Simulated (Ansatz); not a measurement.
Consider O-vacancy pair (O on one host N site, one N site vacant) in rock-salt TiN, neutral cell. Method: PBE, PAW (plane waves to 420 eV; Ansatz, a first-principles code).

Settings: 64 host sites, the relaxed PBE lattice, a 2×2×2 k-point mesh shifted by half a step, smearing 0.10 eV, spin-restricted, no image-charge correction. Static, classical nuclei. Forms of the defect that were not tried may lie lower.

Barriers: single points on a 4×4×4 k-point mesh shifted by half a step at the bands' geometries (they differ from the bands' own by up to 0.06 eV, and are uncertain by about as much).

Relaxed starting cell (atoms counted from 1):

```
CELL_PARAMETERS angstrom
      8.49380     0.00000     0.00000
      0.00000     8.49380     0.00000
      0.00000     0.00000     8.49380
ATOMIC_POSITIONS crystal
  Ti 0.98644 0.00202 0.00322
  Ti 0.00387 0.00344 0.49825
  Ti 0.00387 0.49706 0.00462
  Ti 0.00203 0.49622 0.49743
  Ti 0.51348 0.00203 0.00320
  Ti 0.49604 0.00342 0.49826
  Ti 0.49604 0.49704 0.00463
  Ti 0.49789 0.49623 0.49742
  O  0.24998 0.00047 0.00167
  N  0.24996 0.00046 0.49881
  N  0.24996 0.49761 0.00167
  N  0.24996 0.49942 0.50062
  N  0.74996 0.00004 0.00125
  N  0.74996 0.99935 0.50120
  N  0.74996 0.50000 0.00054
  N  0.74996 0.50029 0.50149
  Ti 0.98852 0.24913 0.25035
  Ti 0.00125 0.24819 0.75225
  Ti 0.00124 0.75107 0.24939
  Ti 0.99908 0.75202 0.75322
  Ti 0.51140 0.24914 0.25033
  Ti 0.49867 0.24819 0.75226
  Ti 0.49868 0.75106 0.24940
  Ti 0.50084 0.75202 0.75321
  N  0.24996 0.24915 0.75144
  N  0.24996 0.75024 0.25035
  N  0.24996 0.75072 0.75192
  N  0.74996 0.24991 0.25110
  N  0.74996 0.25048 0.75118
  N  0.74996 0.74998 0.25167
  N  0.74996 0.74939 0.75059
  Ti 0.24996 0.98866 0.25946
  Ti 0.24997 0.00019 0.73942
  Ti 0.24996 0.51200 0.25307
  Ti 0.24995 0.49961 0.75022
  Ti 0.74996 0.99867 0.25161
  Ti 0.74995 0.99645 0.75089
  Ti 0.74995 0.50080 0.25329
  Ti 0.74997 0.50340 0.74892
  N  0.00234 0.00105 0.24983
  N  0.00115 0.99972 0.75224
  N  0.00064 0.49895 0.25116
  N  0.99895 0.50030 0.75128
  N  0.49758 0.00105 0.24983
  N  0.49878 0.99972 0.75222
  N  0.49928 0.49895 0.25116
  N  0.50096 0.50029 0.75129
  Ti 0.24996 0.25826 0.98985
  Ti 0.24996 0.25187 0.51320
  Ti 0.24996 0.73822 0.00139
  Ti 0.24996 0.74902 0.50080
  Ti 0.74997 0.25039 0.99990
  Ti 0.74996 0.25211 0.50198
  Ti 0.74996 0.74971 0.99764
  Ti 0.74996 0.74773 0.50461
  N  0.00234 0.24863 0.00224
  N  0.00064 0.24996 0.50015
  N  0.00115 0.75103 0.00092
  N  0.99896 0.75008 0.50150
  N  0.49758 0.24863 0.00224
  N  0.49928 0.24996 0.50015
  N  0.49877 0.75103 0.00092
  N  0.50096 0.75008 0.50149
```

End state 1 differs by these moves (Å; atoms that move under 0.08 Å are left out):

```
atom  element    Δx    Δy    Δz
----  -------  ----  ----  ----
9           O  0.00  2.11  2.11
```

### Question
Predict the forward and backward barriers to end state 1 from PBE, PAW.

### Answer
forward 2.38 eV, backward 2.38 eV; at the saddle point atom 9 has neighbours 2 N at 2.37; 2 Ti at 1.85, Ti at 2.05, Ti at 2.29 Å. The saddle point's order was not checked, and it lies on a symmetry element of the cell, where a band can be held.

End state 2 differs by these moves (Å; atoms that move under 0.08 Å are left out):

| atom | element | Δx | Δy | Δz |
|---|---|---|---|---|
| 1 | Ti | 0.04 | -0.02 | -0.11 |
| 2 | Ti | -0.05 | -0.03 | 0.13 |
| 17 | Ti | 0.10 | 0.10 | 0.00 |
| 19 | Ti | -0.01 | -0.11 | 0.01 |
| 21 | Ti | -0.11 | -0.01 | -0.01 |
| 32 | Ti | 0.09 | 0.09 | 0.00 |
| 34 | Ti | 0.01 | -0.10 | -0.01 |
| 36 | Ti | -0.10 | 0.01 | 0.01 |
| 40 | N | 2.09 | 2.09 | 0.00 |
| 48 | Ti | -0.02 | 0.04 | 0.11 |
| 49 | Ti | -0.03 | -0.05 | -0.13 |

### Question
Predict the forward and backward barriers to end state 2 from PBE, PAW.

### Answer
forward 3.04 eV, backward 3.04 eV; at the saddle point atom 40 has neighbours N at 2.35; Ti at 1.83, Ti at 1.86, Ti at 2.00, Ti at 2.16 Å. The saddle point's order was not checked.
